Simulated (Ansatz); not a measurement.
Cubic perovskite CsPbCl₃ (cubic high-temperature phase), treated with PBE (PAW; Ansatz, a first-principles code).

Run with plane-wave cutoff 520 eV, 4×4×4 k mesh, scalar-relativistic PAW data made under PBE.

The cell has the measured lattice: a = 5.605 Å, b = 5.605 Å, c = 5.605 Å, α = 90.00°, β = 90.00°, γ = 90.00°.

Question: Give the computed Young modulus, elastic constant C12, Poisson ratio, elastic constant C11 and elastic constant C44.

Answer: 
- Young modulus: 28.7 GPa
- elastic constant C12: 11.4 GPa
- Poisson ratio: 0.342
- elastic constant C11: 67.9 GPa
- elastic constant C44: 4.83 GPa

Note: held by symmetry at 0 K, a high-temperature phase can be a saddle point; the cell isn't this level's own, so it is under some stress, which shifts stiffness and frequencies.

Elastic constants are with the ions relaxed.

Spin–orbit coupling is not included; it can shift volumes and moduli of such heavy elements.

Computed values are for the static lattice.
